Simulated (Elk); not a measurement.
**A self-consistent single point of ZrS (Fm-3m, 2 atoms in the cell) with Elk**

Level of theory: Elk with PBEsol, all-electron FP-LAPW, Elk's shipped species files, APW+lo basis with extra local orbitals.

The input file:

```
tasks
  0

xctype
  22

rgkmax
  7.5

gmaxvr
  14.0

nxlo
  2

lorbcnd
  .true.

rmtscf
  0.97

lmaxi
  2

stype
  0

swidth
  0.00999582

maxscl
  100

avec
    0.0000000000    4.9577153852    4.9577153852
    4.9577153852    0.0000000000    4.9577153852
    4.9577153852    4.9577153852    0.0000000000

sppath
  './'

atoms
  2
  'Zr.in'
  1
  0.0000000000  0.0000000000  0.0000000000    0.0 0.0 0.0
  'S.in'
  1
  0.5000000000  0.5000000000  0.5000000000    0.0 0.0 0.0

ngridk
  11 11 11
```

Output (repeated stretches shortened):

```
│ Elk code version 10.2.4 │

All units are atomic (Hartree, Bohr, etc.)

│ Ground-state run starting from atomic densities │

Lattice vectors :
   0.000000000       4.957715385       4.957715385
   4.957715385       0.000000000       4.957715385
   4.957715385       4.957715385       0.000000000

Unit cell volume      :    243.7107962
Brillouin zone volume :    1.017805601

Muffin-tin inner radius fraction :   0.1000000000E-01

Nuclei treated as point charges

Species :    1 (Zr)
 parameters loaded from : Zr.in
 name : zirconium
 nuclear charge    :   -40.00000000
 electronic charge :    40.00000000
 atomic mass :    166291.1791
 muffin-tin radius :    2.522000000
 number of radial points in muffin-tin :    597
 atomic positions (lattice), magnetic fields (Cartesian) :
   1 :   0.00000000  0.00000000  0.00000000    0.00000000  0.00000000  0.00000000

Species :    2 (S)
 parameters loaded from : S.in
 name : sulphur
 nuclear charge    :   -16.00000000
 electronic charge :    16.00000000
 atomic mass :    58450.91926
 muffin-tin radius :    2.134000000
 number of radial points in muffin-tin :    397
 atomic positions (lattice), magnetic fields (Cartesian) :
   1 :   0.50000000  0.50000000  0.50000000    0.00000000  0.00000000  0.00000000

Total number of atoms per unit cell :    2

Spin treatment :
 spin-unpolarised

Number of Bravais lattice symmetries :   48
Number of crystal symmetries         :   48
Crystal has inversion symmetry
Real symmetric eigensolver will be used

k-point grid :     11    11    11
k-point offset :    0.000000000       0.000000000       0.000000000
k-point set is reduced with full crystal symmetry group
Total number of k-points :       56

Muffin-tin radius times maximum |G+k| :    7.500000000
 using average radius
Maximum |G+k| for APW functions       :    3.221649485
Maximum (1/2)|G+k|²                   :    5.189512701
Maximum |G| for potential and density :    14.00000000
 potential will be trimmed for |G| > 2 gkmax
Constant for pseudocharge density :    9
Radial integration step length :    4

G-vector grid sizes :     32    32    32
Number of G-vectors :    11311

Maximum angular momentum used for
 APW functions                      :    8
 outer part of muffin-tin           :    6
 inner part of muffin-tin           :    2

Total nuclear charge    :   -56.00000000
Total core charge       :    38.00000000
Total valence charge    :    18.00000000
Total excess charge     :    0.000000000
Total electronic charge :    56.00000000

Effective Wigner radius, rₛ :    1.012821031

Number of empty states         :    8
Total number of valence states :   17
Total number of core states    :   38

Conduction state local-orbitals added automatically
Total number of local-orbitals :  144

Exchange-correlation functional :     22     0     0
 PBEsol, Phys. Rev. Lett. 100, 136406 (2008)
 gradient requirement :    1
 generalised gradient approximation (GGA)

Smearing type :    0
 Gaussian
Smearing width :   0.9995820000E-02
Effective electronic temperature (K) :    3156.430308

Mixing type :    3
 Broyden mixing, J. Phys. A: Math. Gen. 17, L317 (1984)

Kohn-Sham potential initialised from atomic data

│ Self-consistent loop started │
│ Loop number : 1 │
 total energy                :     -4000.18719305
│ Loop number : 2 │
 total energy                :     -4000.19860544
RMS change in Kohn-Sham potential (target) :   0.3077948598     (  0.1000000000E-05)
Absolute change in total energy (target)   :   0.1141238975E-01 (  0.1000000000E-03)
│ Loop number : 3 │
 total energy                :     -3999.90679105
RMS change in Kohn-Sham potential (target) :   0.2870709973     (  0.1000000000E-05)
Absolute change in total energy (target)   :   0.2889612907     (  0.1000000000E-03)
│ Loop number : 4 │
 total energy                :     -3997.80294953
RMS change in Kohn-Sham potential (target) :   0.1304793074     (  0.1000000000E-05)
Absolute change in total energy (target)   :    2.176081842     (  0.1000000000E-03)
│ Loop number : 5 │
 total energy                :     -3996.55169577
RMS change in Kohn-Sham potential (target) :   0.4159501851E-01 (  0.1000000000E-05)
Absolute change in total energy (target)   :    1.795274220     (  0.1000000000E-03)
│ Loop number : 6 │
 total energy                :     -3996.07985843
RMS change in Kohn-Sham potential (target) :   0.1017758460E-01 (  0.1000000000E-05)
Absolute change in total energy (target)   :   0.9206558959     (  0.1000000000E-03)
│ Loop number : 7 │
 total energy                :     -3995.93013058
RMS change in Kohn-Sham potential (target) :   0.4586205810E-03 (  0.1000000000E-05)
Absolute change in total energy (target)   :   0.3798918240     (  0.1000000000E-03)
│ Loop number : 8 │
 total energy                :     -3995.92497182
RMS change in Kohn-Sham potential (target) :   0.2404878611E-03 (  0.1000000000E-05)
Absolute change in total energy (target)   :   0.1001317183     (  0.1000000000E-03)
│ Loop number : 9 │
 total energy                :     -3995.92686192
RMS change in Kohn-Sham potential (target) :   0.6956486009E-04 (  0.1000000000E-05)
Absolute change in total energy (target)   :   0.2314282521E-01 (  0.1000000000E-03)
│ Loop number : 10 │
 total energy                :     -3995.92765725
RMS change in Kohn-Sham potential (target) :   0.3432886666E-04 (  0.1000000000E-05)
Absolute change in total energy (target)   :   0.4990382278E-02 (  0.1000000000E-03)
│ Loop number : 11 │
 total energy                :     -3995.92813364
RMS change in Kohn-Sham potential (target) :   0.5614308150E-05 (  0.1000000000E-05)
Absolute change in total energy (target)   :   0.7711995454E-03 (  0.1000000000E-03)
│ Loop number : 12 │
 total energy                :     -3995.92809124
RMS change in Kohn-Sham potential (target) :   0.4713497021E-06 (  0.1000000000E-05)
Absolute change in total energy (target)   :   0.2352079368E-03 (  0.1000000000E-03)
│ Loop number : 13 │
 total energy                :     -3995.92808297
RMS change in Kohn-Sham potential (target) :   0.2246204725E-06 (  0.1000000000E-05)
Absolute change in total energy (target)   :   0.6706600789E-04 (  0.1000000000E-03)
Convergence targets achieved

│ Loop number : 14 │

Energies :
 Fermi                       :     0.405696110987
 sum of eigenvalues          :     -2349.15938684
 electron kinetic            :      4116.56090069
 core electron kinetic       :      4034.52157919
 Coulomb                     :     -7975.05876775
 Coulomb potential           :     -6285.49628623
 nuclear-nuclear             :     -413.939029900
 electron-nuclear            :     -8836.74318948
 Hartree                     :      1275.62345163
 Madelung                    :     -4832.31062464
 xc potential                :     -180.224001309
 exchange                    :     -134.381747002
 correlation                 :     -3.04847000082
 total energy                :     -3995.92808406

Density of states at Fermi energy :    42.31904958
 (states/Hartree/unit cell)

Estimated indirect band gap :   0.1742539294E-02
 from k-point     21 to k-point     18
Estimated direct band gap   :   0.7821606212E-02
 at k-point     37

Charges :
 core                        :    38.00000000
 valence                     :    18.00000000
 interstitial                :    3.715336433
 muffin-tins (core leakage)
  species :    1 (Zr)
   atom    1                 :    37.82360532     (  0.5021479225E-05)
  species :    2 (S)
   atom    1                 :    14.46105825     (  0.1106386689E-03)
 total in muffin-tins        :    52.28466357
 total calculated charge     :    55.99995555
 total charge                :    56.00000000
 error                       :   0.4445375603E-04

│ Self-consistent loop stopped │
```

The run converged in 14 iterations. The count includes the last loop, which Elk runs after its targets are met.

The starting cell comes from a database of computed structures (which also holds hypothetical and non-ambient phases and stackings), without a prior relaxation at this level. Values depend on the basis (sphere radii, cutoffs, local orbitals), which need not be converged. The log's line on a gap gives a spacing of levels on this mesh, which the program prints for metals too.
